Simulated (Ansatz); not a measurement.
The starting structures come from a database of crystals and need not be the phases stable at ambient conditions.

Inside the gap of an insulator the Bloch states are evanescent, with a wavenumber k + iκ along the transport direction.

Data:

```xyz
6
Lattice="3.3972 0.0000 0.0000 0.0000 10.9290 -0.3103 0.0000 0.1078 3.7092" Properties=species:S:1:pos:R:3 pbc="T T T"
Pd     1.6986     0.0000     0.0000
Pd     0.0000     5.5184     1.6994
Cl     1.6986     6.9849     1.1156
Cl     1.6986     4.0519     2.2833
Cl     0.0000     1.4973     0.4999
Cl     0.0000     9.5395     2.8990
```

Space group of this cell: P2/m. The cell was relaxed by PBE-D3(BJ); by PBEsol its mean pressure is -1.6 GPa.

Transport runs along the normal of the first two printed cell vectors.

The gap is the functional's own. No spin-orbit coupling. Mid-gap values are interpolated on the energy grid.

Q: State the band gap and the smallest decay constant κ at mid-gap according to Ansatz (a first-principles code) with PBEsol.

A: Gap 0.65 eV on a 10×4×8 mesh; κ = 0.253 1/Å, at (0.500, 0.500) of the in-plane reciprocal vectors. At the zone centre, at the nearest computed energy, the slowest state has κ = 0.32 1/Å.
